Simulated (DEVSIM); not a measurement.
Structure: illuminated Si n-on-p cell, one wavelength, at 350 K.

| layer (left to right) | material | thickness (μm) | Nd (cm⁻³) | Na (cm⁻³) | τn (s) | τp (s) | absorption coefficient (cm⁻¹) |
|---|---|---|---|---|---|---|---|
| 1 | Si | 0.900 | 1.7e19 | - | 3.8e-6 | 2.7e-6 | 1200 |
| 2 | Si | 130 | - | 1.7e17 | 0.00025 | 0.00025 | 1200 |

Left contact: ohmic, minority hole recombination velocity 100 cm/s. Right contact: ohmic, minority electron recombination velocity 40000 cm/s. Voltage is applied to the left contact. Recombination: SRH at mid-gap, radiative, Auger. Light enters at the left, 4.9e16 photons cm⁻² s⁻¹, one pass, no reflection. Mobility is constant in doping.

Constants are typed, rounded textbook-type inputs, not results; the design itself was drawn at random and stands for no fabricated device. Values at 300 K; Nc and Nv go as T^1.5, mobilities as T to minus their exponent, the gap by Varshni's rule with the affinity fixed.

```tsv
parameter	Si
gap (eV)	1.124
affinity (eV)	4.05
permittivity	11.7
Nc (cm⁻³)	2.86e19
Nv (cm⁻³)	3.1e19
μn (cm²/Vs)	1417
μp (cm²/Vs)	470
T exponent of μn	2.3
T exponent of μp	2.2
B (cm³/s)	4.7e-15
Cn (cm⁶/s)	2.8e-31
Cp (cm⁶/s)	9.9e-32
Varshni α (eV/K)	0.000473
Varshni β (K)	636
```

Model (solved in DEVSIM): 1D drift-diffusion, Boltzmann statistics, complete ionisation; no tunnelling, impact ionisation, image-force lowering or self-heating.

The thickness of layer 1 was swept, all else fixed.

```
thickness of layer 1 (μm)  largest power (mW/cm²)  open-circuit voltage (V)  short-circuit current (mA/cm²)  share of generated pairs collected at short circuit
-------------------------  ----------------------  ------------------------  ------------------------------  ---------------------------------------------------
0.18                                         2.98                     0.513                            7.38                                                0.940
0.32                                         2.98                     0.513                            7.39                                                0.941
0.54                                         2.98                     0.513                            7.40                                                0.942
0.9                                          2.97                     0.513                            7.41                                                0.943
1.5                                          2.96                     0.512                            7.38                                                0.940
2.7                                          2.85                     0.510                             ___                                                  ___
4.5                                          2.54                     0.506                            6.42                                                0.818
```

Problem. Complete the blanks.

Solution. 
- 2.7, short-circuit current (mA/cm²): 7.15
- 2.7, share of generated pairs collected at short circuit: 0.910
